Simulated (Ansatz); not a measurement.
Start from ZrS2 in the CdI2 type structure (space group P-3m1, No. 164; a = 3.675 Å, c = 5.861 Å; layered, stacked along the Cartesian z axis). Axes: x lies along a and z along c of the hexagonal cell.

All numbers come from Kohn–Sham DFT with the r2SCAN+rVV10 functional, run in Ansatz (an electronic-structure program) with PAW and 500 eV plane waves, scalar-relativistic without spin-orbit coupling, earlier PAW set.

For the base:

```
Quantity              Result
-------------------  -------
Band gap             1.16 eV
Smallest direct gap  1.80 eV
```

One thing is altered: uniaxial stress, 2 GPa compression along x; all other stress components relax to zero.

Question: Estimate the effect on the energy relative to the base.

Answer: The energy increases by 2.0 meV/atom.

Question: Predict the new band gap.

Answer: The band gap shrinks by 0.07 eV, from 1.16 eV to 1.09 eV.

Question: What happens to the mean lateral Poisson ratio?

Answer: The mean lateral Poisson ratio comes out as 0.19.

Question: Predict the new secant Young's modulus along x.

Answer: The secant Young's modulus along x amounts to 140 GPa.

Question: Predict the new smallest direct gap.

Answer: The smallest direct gap drops by 0.02 eV, from 1.80 eV to 1.78 eV.

Load acts through the strain it causes; cell and atoms are relaxed under it. Stability under load was not tested beyond the relaxation.
